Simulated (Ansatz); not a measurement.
Base system: LiF in the rock salt structure (space group Fm-3m, No. 225; a = 4.008 Å).

Level of theory: Kohn–Sham DFT with the PBEsol functional, run in Ansatz (a first-principles code) with PAW and 420 eV plane waves, no spin-orbit coupling.

For the base:

```
Property                Value
-------------  --------------
Band gap              9.05 eV
Density            2.68 g/cm³
Electron mass  0.88 mₑ (at Γ)
```

The change: hydrostatic tension (pressure −2 GPa).

Q: What happens to the band gap?

A: The band gap drops by 0.26 eV, from 9.05 eV to 8.79 eV.

Q: Predict the new density.

A: The density shrinks by 0.08 g/cm³ (2.68 g/cm³ → 2.60 g/cm³).

Q: What happens to the electron mass?

A: The electron mass becomes 0.87 mₑ (at Γ) (base: 0.88 mₑ (at Γ)).

Load acts through the strain it causes; cell and atoms are relaxed under it. Masses are band curvatures over ±0.01 Å⁻¹ around the edge. Stability against distortions was not tested.
